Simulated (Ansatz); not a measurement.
Effect of uniaxial strain ε_yy = +0.81 % on Pd

Consider Pd in the fcc (Cu type) structure (space group Fm-3m, No. 225; a = 3.8775 Å; relaxed with 0.1 eV smearing). Axes: x, y, z lie along the cube axes.

The change: the cell is stretched by 0.81 % along y with no lateral relaxation, atoms relaxed at fixed cell.

Method: PBEsol (Ansatz, a first-principles code, PAW, spin-orbit coupling left out), earlier PAW set. k-mesh 29×29×29 (Γ-centred); smearing 0.1 eV (Fermi–Dirac).

- Space group = I4/mmm (No. 139) (base Fm-3m (No. 225))
- Shortest interatomic distance = 2.742 Å (base 2.742 Å)
- Energy relative to the base (free energy F) = +0.7 meV/atom
- Band gap = zero (base zero)
- Stress (xx, yy, zz, yz, xz, xy; compression positive) = (-1.4, -2.0, -1.4, 0.0, 0.0, 0.0) GPa

No phonon test of stability was made. All final runs are without spin polarisation.
